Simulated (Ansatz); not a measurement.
For fluorite PtAl₂, PBE-D4 (Ansatz, a quantum-chemistry and plane-wave program, PAW) gives:

equilibrium lattice constant a: 5.889 Å
formation enthalpy: -0.829 eV/atom

### Question
What does r²SCAN (plane waves, PAW; Ansatz) give for the same quantities?

### Answer

- lattice constant a: 5.904 Å (increases by 0.3 %)
- formation enthalpy: -0.965 eV/atom (moves by -0.136 eV/atom)

For comparison: lattice constant a 5.91 Å (measured, temperature not stated, copied from a table, unchecked, not corrected to a static lattice; as tabulated in Crystal Structures 1, 239 (1963)).

Changes are worked out from the printed values.

Unless a cell is named, each level is at its own relaxed cell (PBE-D4 17.02, r²SCAN 17.15 Å³/atom).

Levels without +SOC leave out spin–orbit coupling, which shifts energies and cells of such heavy elements.

Ansatz's density-functional and Hartree–Fock values are scalar-relativistic unless marked +SOC, with PAW data made under PBE.
